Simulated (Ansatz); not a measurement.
Input:

```xyz
5
Lattice="4.3739 0.0000 0.0000 -2.1870 3.7879 0.0000 0.0000 0.0000 6.9204" Properties=species:S:1:pos:R:3 pbc="T T T"
Sb     0.0000     2.5253     1.5136
Sb     2.1870     1.2626     5.4068
Mg     0.0000     0.0000     0.0000
Mg     0.0000     2.5253     4.3565
Mg     2.1870     1.2626     2.5639
```

No spin polarisation.

A single point on Mg3Sb2 with a change (isotropic strain −4.83 %), its geometry relaxed with PBE.

Calculations: r2SCAN, PAW, 500 eV (Ansatz, a program for electronic structure; without spin-orbit coupling). Settings: 12×12×7 k-points, 0.05 eV Fermi–Dirac smearing.

Q: Estimate the band gap.

A: 0.35 eV.

Q: Predict the pressure.

A: 7.8 GPa.

Q: Estimate the gap character.

A: Indirect, Γ → K.

Q: Predict the smallest direct gap.

A: 1.78 eV.

Single points use the geometry relaxed with PBE. With Sb present, leaving out spin-orbit coupling can change the band edges. Stability against distortions was not tested. The cell was made from Mg3Sb2 (space group P-3m1, No. 164) by this change: isotropic strain −4.83 %.
